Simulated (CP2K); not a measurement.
## Worked example: self-consistent single point of BaSrI4 (R-3m, 6 atoms in the cell) in CP2K

Computed with PBEsol, GPW, DZVP-MOLOPT-SR-GTH basis, GTH-PBE potentials (GTH_POTENTIALS) run with CP2K 2026.2.

Input as run:

```
&GLOBAL
  PROJECT basri4
  RUN_TYPE ENERGY_FORCE
  PRINT_LEVEL MEDIUM
&END GLOBAL
&FORCE_EVAL
  METHOD Quickstep
  STRESS_TENSOR ANALYTICAL
  &DFT
    BASIS_SET_FILE_NAME BASIS_MOLOPT
    POTENTIAL_FILE_NAME GTH_POTENTIALS
    &QS
      METHOD GPW
      EPS_DEFAULT 1E-10
    &END QS
    &MGRID
      CUTOFF 500
      REL_CUTOFF 60
      NGRIDS 5
    &END MGRID
    &SCF
      SCF_GUESS ATOMIC
      EPS_SCF 1E-7
      MAX_SCF 100
      ADDED_MOS 9
      &DIAGONALIZATION
        ALGORITHM STANDARD
      &END DIAGONALIZATION
      &MIXING
        METHOD BROYDEN_MIXING
        ALPHA 0.4
        NBUFFER 10
        BETA 1.5
      &END MIXING
    &END SCF
    &KPOINTS
      SCHEME MONKHORST-PACK 3 3 3
    &END KPOINTS
    &XC
      &XC_FUNCTIONAL
        &PBE
          PARAMETRIZATION PBESOL
        &END PBE
      &END XC_FUNCTIONAL
    &END XC
    &PRINT
      &MO
        EIGENVALUES T
        OCCUPATION_NUMBERS T
        NDIGITS 8
        FILENAME mo
        &EACH
          QS_SCF 0
        &END EACH
        ADD_LAST NUMERIC
      &END MO
      &MULLIKEN ON
      &END MULLIKEN
    &END PRINT
  &END DFT
  &SUBSYS
    &CELL
      A 9.95825500 0.00000000 0.00000000
      B 8.22817600 5.60927500 0.00000000
      C 8.22817600 2.53783100 5.00233700
      PERIODIC XYZ
    &END CELL
    &COORD
      SCALED
      Ba       0.00000000     0.00000000     0.00000000
      Sr       0.50000000     0.50000000     0.50000000
      I        0.62280300     0.62280300     0.62280300
      I        0.37719700     0.37719700     0.37719700
      I        0.87090700     0.87090700     0.87090700
      I        0.12909300     0.12909300     0.12909300
    &END COORD
    &KIND Ba
      BASIS_SET DZVP-MOLOPT-SR-GTH-q10
      POTENTIAL GTH-PBE-q10
    &END KIND
    &KIND Sr
      BASIS_SET DZVP-MOLOPT-SR-GTH-q10
      POTENTIAL GTH-PBE-q10
    &END KIND
    &KIND I
      BASIS_SET DZVP-MOLOPT-SR-GTH-q7
      POTENTIAL GTH-PBE-q7
    &END KIND
  &END SUBSYS
  &PRINT
    &FORCES ON
    &END FORCES
    &STRESS_TENSOR ON
    &END STRESS_TENSOR
  &END PRINT
&END FORCE_EVAL
```

Log, with long lists cut:

```
 GLOBAL| Method name                                                        CP2K
 GLOBAL| Project name                                                     basri4
 GLOBAL| Run type                                                   ENERGY_FORCE

 CELL| Volume [angstrom^3]:                                           279.423496
 CELL| Vector a [angstrom]:       9.958     0.000     0.000   |a| =     9.958255
 CELL| Vector b [angstrom]:       8.228     5.609     0.000   |b| =     9.958255
 CELL| Vector c [angstrom]:       8.228     2.538     5.002   |c| =     9.958255
 CELL| Angle (b,c), alpha [degree]:                                    34.282862
 CELL| Angle (a,c), beta  [degree]:                                    34.282858
 CELL| Angle (a,b), gamma [degree]:                                    34.282860
 CELL| Numerically orthorhombic:                                              NO
 CELL| Periodicity                                                           XYZ

 DFT| Spin restricted Kohn-Sham (RKS) calculation                            RKS
 DFT| Multiplicity                                                             1
 DFT| Number of spin states                                                    1
 DFT| Charge                                                                   0
 DFT| XC density smoothing                                                  NONE
 DFT| XC derivatives                                                          PW

 QS| Method:                                                                 GPW
 QS| Density plane wave grid type                        NON-SPHERICAL FULLSPACE
 QS| Number of grid levels:                                                    5
 QS| Density cutoff [a.u.]:                                                250.0
 QS| Multi grid cutoff [a.u.]: 1) grid level                               250.0
   [... lines left out ...]
 BRILLOUIN| Wavefunction type                                            COMPLEX
 BRILLOUIN| List of Kpoints [2 Pi/Bohr]                                       14
 BRILLOUIN| Number           Weight            X              Y              Z
 BRILLOUIN|     1           0.07407       -0.33333       -0.33333       -0.33333
 BRILLOUIN|     2           0.07407       -0.33333       -0.33333        0.00000
 BRILLOUIN|     3           0.07407       -0.33333       -0.33333        0.33333
   [... 11 lines left out ...]
 *******************************************************************************

 Extrapolation method: initial_guess

 Re-scaling the density matrix to get the right number of electrons
                  # Electrons              Trace(P)               Scaling factor
                           48                48.000                        1.000

 Number of electrons:                                                         48
 Number of occupied orbitals:                                                 24
 Number of molecular orbitals:                                                33

 Number of orbital functions:                                                 80
 Number of independent orbital functions:                                     80
 SCF WAVEFUNCTION OPTIMIZATION

  Step     Update method      Time    Convergence         Total energy    Change
     1 NoMix/Diag. 0.40E+00      -     2.06262878      -102.2891731622 -1.02E+02
     2 Broy./Diag. 0.40E+00      -     0.01048184      -102.0364525669  2.53E-01
     3 Broy./Diag. 0.40E+00      -     0.04368072      -101.9723462685  6.41E-02
     4 Broy./Diag. 0.40E+00      -     0.00908396      -102.1942112083 -2.22E-01
     5 Broy./Diag. 0.40E+00      -     0.00423653      -102.2677620754 -7.36E-02
     6 Broy./Diag. 0.40E+00      -     0.00282274      -102.2561411524  1.16E-02
     7 Broy./Diag. 0.40E+00      -     0.00083444      -102.2351786381  2.10E-02
   [... 9 lines left out ...]
    17 Broy./Diag. 0.40E+00      -     0.00000253      -102.2156910000 -9.05E-06
    18 Broy./Diag. 0.40E+00      -     0.00000055      -102.2156934185 -2.42E-06
    19 Broy./Diag. 0.40E+00      -     0.00000011      -102.2156941637 -7.45E-07
    20 Broy./Diag. 0.40E+00      -     0.00000023      -102.2156938290  3.35E-07
    21 Broy./Diag. 0.40E+00      -     0.00000003      -102.2156937726  5.64E-08
  *** SCF run converged in    21 steps ***

  Electronic density on regular grids:        -47.9999999999        0.0000000001
  Core density on regular grids:               47.9999999915       -0.0000000085
  Total charge density on r-space grids:       -0.0000000084
  Total charge density g-space grids:          -0.0000000084

  Overlap energy of the core charge distribution:               0.00000000000000
  Self energy of the core charge distribution:               -209.74270166150384
  Core Hamiltonian energy:                                     42.60033873347739
  Hartree energy:                                              81.85520922432951
  Exchange-correlation energy:                                -16.92854006890840

  Total energy:                                              -102.21569377260533

                     Mulliken Population Analysis

 #  Atom  Element  Kind  Atomic population                           Net charge
       1     Ba       1          8.956790                              1.043210
       2     Sr       2          9.180869                              0.819131
       3     I        3          7.496454                             -0.496454
       4     I        3          7.496454                             -0.496454
       5     I        3          7.434717                             -0.434717
       6     I        3          7.434717                             -0.434717
 # Total charge                             48.000000                  0.000000

 ENERGY| Total FORCE_EVAL ( QS ) energy [hartree]           -102.215694807555536

 FORCES| Atomic forces [hartree/bohr]
 FORCES|   Atom     x               y               z               |f|
 FORCES|      1  1.20112254E-10  4.43372420E-10 -1.24814364E-09   1.32998819E-09
 FORCES|      2  1.23562228E-09  6.11757287E-10  2.94025724E-09   3.24747933E-09
 FORCES|      3 -4.78305225E-04 -1.47527952E-04 -9.05842411E-05   5.08670708E-04
 FORCES|      4  4.78306476E-04  1.47526059E-04  9.05848094E-05   5.08671437E-04
 FORCES|      5  4.86012120E-04  1.49902671E-04  9.20404590E-05   5.16865589E-04
 FORCES|      6 -4.86014728E-04 -1.49901832E-04 -9.20427259E-05   5.16868203E-04
 FORCES| Sum    -2.03832047E-12  1.77794671E-12 -6.46875994E-12
 FORCES| Total atomic force                                       7.01146917E-12

 STRESS| Analytical stress tensor [bar]
 STRESS|                        x                   y                   z
 STRESS|      x       -9.80576957780E+03   8.27675600132E+01   5.08221420560E+01
 STRESS|      y        8.27675600132E+01  -1.00486196926E+04   1.56885816220E+01
 STRESS|      z        5.08221420560E+01   1.56885816220E+01  -1.00645185521E+04
 STRESS| 1/3 Trace                                            -9.97296927416E+03
```

The run converged in 21 iterations.

The starting cell comes from a database of computed structures (which also holds hypothetical and non-ambient phases and stackings), without a prior relaxation at this level. Values carry the incompleteness of an atom-centred basis. The potentials were made for another functional than the one used.

Cost on one core of a shared machine: roughly 3 min.
